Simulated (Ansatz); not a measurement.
## Ge: response to strain

Consider Ge in the diamond structure (space group Fd-3m, No. 227).

```yaml
crystal:
  lattice:
    - [0.00000, 2.83808, 2.83808]
    - [2.83808, 0.00000, 2.83808]
    - [2.83808, 2.83808, 0.00000]
  atoms:
    - { symbol: Ge, position: [0.00000, 0.00000, 0.00000] }
    - { symbol: Ge, position: [0.25000, 0.25000, 0.25000] }
```

Cartesian axes are those of the cell as printed.

Strains are applied to the cell and any free atomic positions relax; under biaxial strain the out-of-plane vector relaxes too.

Calculations: DFT with PBEsol, PAW potentials and a 420 eV plane-wave cutoff in Ansatz (a quantum-chemistry and plane-wave program), no spin-orbit coupling.

Candidates:
(a) biaxial strain +0.42 %, plane normal [111], relaxed out of plane
(b) biaxial strain −2.08 %, plane normal [111], relaxed out of plane
(c) biaxial strain +1.25 %, plane normal [111], relaxed out of plane
(d) biaxial strain +1.67 %, plane normal [111], relaxed out of plane
(e) biaxial strain +2.50 %, plane normal [111], relaxed out of plane

Notes on the quantities. energy relative to the base: free energy F.

Problem. Order them by energy relative to the base, highest first.

Solution. (e) biaxial strain +2.50 %, plane normal [111], relaxed out of plane (+13 meV/atom), (b) biaxial strain −2.08 %, plane normal [111], relaxed out of plane (+11 meV/atom), (d) biaxial strain +1.67 %, plane normal [111], relaxed out of plane (+6.1 meV/atom), (c) biaxial strain +1.25 %, plane normal [111], relaxed out of plane (+3.5 meV/atom), (a) biaxial strain +0.42 %, plane normal [111], relaxed out of plane (+0.4 meV/atom)

Stability against distortions was not tested.
